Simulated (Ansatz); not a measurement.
## Ru: pressure series

The reference is Ru in the hcp (Mg type) structure (space group P6_3/mmc, No. 194; a = 2.676 Å, c = 4.221 Å).

Cell and atoms are relaxed at each pressure.

Computed with Ansatz (an electronic-structure program), LDA, PAW, cutoff 420 eV, no SOC.

Notes on the quantities. enthalpy: H = E + PV relative to the base's energy.

| variant | enthalpy | density | shortest interatomic distance |
|---|---|---|---|
| base | – | 12.82 g/cm³ | 2.615 Å |
| pressure −2 GPa | -0.16 eV/atom | 12.75 g/cm³ | 2.620 Å |
| pressure −1 GPa | -0.08 eV/atom | 12.79 g/cm³ | 2.618 Å |
| pressure 0.9 GPa | +0.07 eV/atom | 12.85 g/cm³ | 2.613 Å |
| pressure 2.1 GPa | +0.17 eV/atom | 12.90 g/cm³ | 2.611 Å |
| pressure 4.5 GPa | +0.37 eV/atom | 12.98 g/cm³ | 2.606 Å |
| pressure 9 GPa | +0.73 eV/atom | 13.12 g/cm³ | 2.596 Å |
| pressure 15 GPa | +1.20 eV/atom | 13.31 g/cm³ | 2.584 Å |
| pressure 22.5 GPa | +1.79 eV/atom | 13.53 g/cm³ | 2.571 Å |
| pressure 30 GPa | +2.36 eV/atom | 13.75 g/cm³ | 2.558 Å |

Load acts through the strain it causes; cell and atoms are relaxed under it. Whether these cells are dynamically stable was not tested. Competing high-pressure phases were not computed. The final runs are not spin-polarised.
